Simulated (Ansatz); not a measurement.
## Ga2O3: uniaxial strain ε_zz = +0.75 %

Base system: Ga2O3 in the corundum structure (space group R-3c, No. 167; a = 5.000 Å, c = 13.449 Å (hexagonal axes)). Axes: x lies along a and z along c of the hexagonal cell.

One thing is altered: the cell is stretched by 0.75 % along z with no lateral relaxation; the atoms relax in the strained cell.

Computed with Ansatz (a program for electronic structure) PBEsol, no spin-orbit coupling. Γ-centred 8×8×8 mesh, Fermi–Dirac width 0.05 eV.

The space group is still R-3c (No. 167) and the shortest interatomic distance increases by 0.008 bohr to 3.657 bohr. The energy grows by 0.6 meV/atom and the pressure (mean of the normal stresses, compression positive) goes from zero to -1.49 GPa. The band gap decreases by 0.07 eV to 2.63 eV and the gap character remains indirect, Γ–S₀ (50 % along) → Γ. The smallest direct gap drops by 0.08 eV to 2.87 eV and the electron mass stays 0.22 mₑ (at Γ). The stress (xx, yy, zz, yz, xz, xy; compression positive) comes out as (-0.95, -0.95, -2.56, 0.00, 0.00, 0.00) GPa.

Final structure:

```yaml
crystal:
  lattice:
    - [2.50017, 1.44347, 4.51655]
    - [-2.50017, 1.44347, 4.51655]
    - [0.00000, -2.88695, 4.51655]
  atoms:
    - { symbol: Ga, position: [0.64459, 0.64459, 0.64459] }
    - { symbol: Ga, position: [0.14459, 0.14459, 0.14459] }
    - { symbol: Ga, position: [0.35541, 0.35541, 0.35541] }
    - { symbol: Ga, position: [0.85541, 0.85541, 0.85541] }
    - { symbol: O, position: [0.75000, 0.44711, 0.05289] }
    - { symbol: O, position: [0.05289, 0.75000, 0.44711] }
    - { symbol: O, position: [0.25000, 0.55289, 0.94711] }
    - { symbol: O, position: [0.55289, 0.94711, 0.25000] }
    - { symbol: O, position: [0.94711, 0.25000, 0.55289] }
    - { symbol: O, position: [0.44711, 0.05289, 0.75000] }
```

Effective masses come from finite differences of ±0.01 Å⁻¹. Whether these cells are dynamically stable was not tested.
